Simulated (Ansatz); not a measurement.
A periodic model of amorphous Ti14Si10N28:

```
Ti7N14Si5
1.0
    8.53206    -0.24509     0.18450
   -0.24509     8.12063    -0.29421
    0.18450    -0.29421     8.67821
Ti Si N
14 10 28
Direct
  0.97754   0.80078   0.96357
  0.52812   0.06650   0.08111
  0.77766   0.99420   0.41246
  0.04237   0.28342   0.38479
  0.35774   0.25020   0.33084
  0.39566   0.53847   0.20324
  0.01353   0.59073   0.25571
  0.50492   0.60165   0.52300
  0.81604   0.39822   0.63061
  0.30236   0.62800   0.91595
  0.16879   0.27413   0.05302
  0.15266   0.95126   0.21394
  0.69029   0.09378   0.71779
  0.20436   0.73512   0.55458
  0.38161   0.05021   0.65663
  0.47900   0.30482   0.90067
  0.23904   0.36154   0.67174
  0.03986   0.05492   0.59510
  0.83764   0.47387   0.92880
  0.67147   0.76568   0.08294
  0.47325   0.88030   0.36478
  0.87257   0.72440   0.63148
  0.70143   0.31992   0.34698
  0.85847   0.12473   0.05197
  0.30382   0.56814   0.65813
  0.87565   0.43200   0.35918
  0.49228   0.67503   0.02170
  0.67496   0.35891   0.84032
  0.04322   0.04279   0.05363
  0.82429   0.63120   0.07544
  0.43464   0.28540   0.09498
  0.73843   0.94566   0.97674
  0.86503   0.94283   0.64988
  0.15421   0.73445   0.06484
  0.35689   0.22826   0.56305
  0.18935   0.42139   0.25906
  0.00763   0.69989   0.47155
  0.47135   0.09540   0.83167
  0.93748   0.61488   0.78886
  0.64916   0.83096   0.27708
  0.71525   0.20820   0.51650
  0.01406   0.04156   0.39211
  0.34601   0.71012   0.37543
  0.72331   0.16262   0.20503
  0.28843   0.36896   0.86500
  0.70073   0.61321   0.60469
  0.04623   0.27906   0.62655
  0.94207   0.31559   0.98920
  0.19316   0.95504   0.66369
  0.52060   0.92755   0.55740
  0.53658   0.43536   0.35093
  0.37986   0.01381   0.25985
```

Calculation: PBE, scalar-relativistic without spin-orbit coupling (plane waves to 420 eV, PAW; Ansatz, a first-principles code). Neutral PBE cell, which sets geometry, pressure and energy: sampling: a 2×2×2 Γ-centred mesh; Fermi-Dirac width 0.1 eV; no spin polarisation. The usual formal charges leave 12 electrons over, so the level spacing at the Fermi energy parts defect or band states and needn't be the band gap.

A CHGNet melt-quench gave the starting glass, which DFT then relaxed. N atoms were pushed apart under 1.9 Å during the dynamics, to hinder bonds among them. The hot cell started wider than the set density and was brought back towards it in steps. It is the lowest in DFT energy of 4 quenches. It is a model cell: composition and starting density were chosen by hand, and all elements were melted together. No dispersion term was used. Its density started from a set value of 3.70 and ended at 3.72 g/cm³. Cooling (nominally 480 K/ps over its main leg) ran many orders faster than in experiment, which tends to leave more defects and strain. Values belong to this one cell and scatter from quench to quench. Volume and shape were free in the relaxation.

Task: Give the pressure, the energy against reference phases and the spacing of the highest filled and lowest empty levels.

Result: 
The pressure on a 2×2×2 Γ-centred mesh comes out as 0.00 GPa and the largest force and stress component on that mesh (the relaxation ran on a 2×2×2 shifted mesh) comes out as 0.07 eV/Å and 0.0 GPa. The energy relative to rock-salt TiN + beta Si3N4 + N2 gas (lowest mix at this level among the phases computed, not always the ambient ones) is 0.465 eV/atom and the level spacing at the Fermi energy on a 2×2×2 Γ-centred mesh (PBE) is within the smearing (under twice its width).

Neighbours within Ti-Ti 3.12 Å, Ti-Si 2.78 Å, Ti-N 2.76 Å, Si-Si 2.60 Å, Si-N 2.04 Å, N-N 1.70 Å count as bonded. Two cations that share two anions don't count as bonded, nor two that share one unless they lie closer than Ti-Ti 3.04 Å, Ti-Si 2.71 Å, Si-Si 2.38 Å.
